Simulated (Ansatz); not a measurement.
Start from SrPb₃ in the Cu3Au type structure (space group Pm-3m, No. 221; a = 4.942 Å; a cell from a computed database, its experimental status unchecked). Axes: x, y, z lie along the cube axes.

Computed with PBEsol/PAW in Ansatz (a quantum-chemistry and plane-wave program), no spin-orbit coupling.

Strains are applied to the cell and any free atomic positions relax; under biaxial strain the out-of-plane vector relaxes too.

One change was made to it. Results:

```json
[
 {"quantity": "energy relative to the base (free energy F)", "base": "0 meV/atom", "after": "+0.2 meV/atom"},
 {"quantity": "band gap", "base": "zero", "after": "zero"},
 {"quantity": "pressure (mean of the normal stresses, compression positive)", "base": "0.0 GPa", "after": "0.0 GPa"}
]
```

Q: Which change produced these results?
(A) uniaxial strain ε_zz = −3.51 %
(B) uniaxial strain ε_yy = −2.78 %
(C) tensor shear ε_xz = −0.43 %
(D) biaxial strain −1.72 %, plane normal [110], relaxed out of plane

A: C, tensor shear ε_xz = −0.43 %. For comparison, the energy relative to the base in the other runs: uniaxial strain ε_zz = −3.51 % gives +7.8 meV/atom; uniaxial strain ε_yy = −2.78 % gives +4.8 meV/atom; biaxial strain −1.72 %, plane normal [110], relaxed out of plane gives +4.4 meV/atom.

Without a gap, meshes like the base's 10×10×10 leave anisotropic stresses uncertain by several tenths of a GPa, and small strain energies with them. No phonon test of stability was made.
